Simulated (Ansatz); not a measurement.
For PtSn2 (Fm-3m, No. 225, 3 atoms in the cell; start mp-19962), PBEsol (Ansatz, a first-principles code, PAW) gives:

```
Quantity                          Value
------------------------------  -------
equilibrium lattice constant a  6.454 Å
bulk modulus                    106 GPa
```

**Question.** What does r²SCAN in Ansatz (plane waves, PAW) give for the same quantities?

**Answer.** 
- lattice constant a: 6.480 Å (grows by 0.4 %)
- bulk modulus: 106 GPa (stays essentially unchanged)

Changes are worked out from the printed values.

Unless a cell is named, each level is at its own relaxed cell (PBEsol 22.41, r²SCAN 22.68 Å³/atom).

Levels without +SOC leave out spin–orbit coupling, which shifts energies and cells of such heavy elements.

The crystal itself was run without spin with PBEsol, r²SCAN; a magnetic state was not tried in these runs.

Caveats: the bulk modulus is −V dP/dV from two relaxed cells at ±2 % in volume (PBEsol, r²SCAN); the relaxation could not lower the start's symmetry, so the cell can be a saddle point above a distorted one (PBEsol, r²SCAN). Ansatz's density-functional and Hartree–Fock values are scalar-relativistic unless marked +SOC, with PAW data made under PBE.

A start named mp-… is a Materials Project structure, which need not be a measured phase.
